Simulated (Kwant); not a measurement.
Model: Hückel tight-binding model, one pz orbital an atom, one spin, coherent transport at 0 K (Kwant). Conductance is in e²/h.

System: π system c1ccc2c(c1)sc1ccccc12 between two chain leads. The π system is taken as planar. Atoms are numbered from 0 in the order of the SMILES. Site energies (eV, carbon 0): [0.0, 0.0, 0.0, 0.0, 0.0, 0.0, -2.64, 0.0, 0.0, 0.0, 0.0, 0.0, 0.0]. Bonds (i, j, β in eV): (0,1,-2.4) (1,2,-2.4) (2,3,-2.4) (3,4,-2.4) (4,5,-2.4) (4,6,-1.68) (6,7,-1.68) (7,8,-2.4) (8,9,-2.4) (9,10,-2.4) (10,11,-2.4) (11,12,-2.4) (5,0,-2.4) (12,7,-2.4) (12,3,-2.4). Leads: chains of hopping −3.6 eV, joined by −0.48 eV to atoms 1 and 5.

Site energies and bond integrals are typed Hückel values.

Sweep values stay those of the base run.

One input was changed, with this effect: transmission at E = 0 2.4e-5 → 0.00015.

Task: Which change was it?
A) contacts moved from atoms [1, 5] to [0, 11]
B) contacts moved from atoms [1, 5] to [0, 8]
C) contacts moved from atoms [1, 5] to [2, 8]
D) contacts moved from atoms [1, 5] to [2, 5]
E) contacts moved from atoms [1, 5] to [0, 10]
F) contacts moved from atoms [1, 5] to [0, 1]

Result: A, contacts moved from atoms [1, 5] to [0, 11]
